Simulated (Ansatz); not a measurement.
The parent structure is TaSi$_{2}$ (space group P6_222, No. 180; a = 4.7760 Å, c = 6.5628 Å).

All numbers come from r2SCAN (Ansatz, a program for electronic structure, PAW, spin-orbit coupling left out).

Before the change:

- Lattice parameter a: 9.025 bohr
- Band gap: zero
- c/a ratio: 1.374

It is then changed as follows: every Ta is replaced by Be; the structure is relaxed again.

Tabulated Pauling electronegativity and covalent radius: Ta 1.50, 1.70 Å; Be 1.57, 0.96 Å.

Problem. What happens to the lattice parameter a, band gap and c/a ratio?

Solution. The lattice parameter a falls by 0.8306 bohr (9.025 bohr → 8.195 bohr); the band gap remains zero; the c/a ratio goes up by 0.166 (1.374 → 1.540).

Whether these cells are dynamically stable was not tested. As relaxed here, BeSi2 is a hypothetical phase, not in the database extracts checked. All final runs are without spin polarisation. An odd electron count without spin: TaSi2.
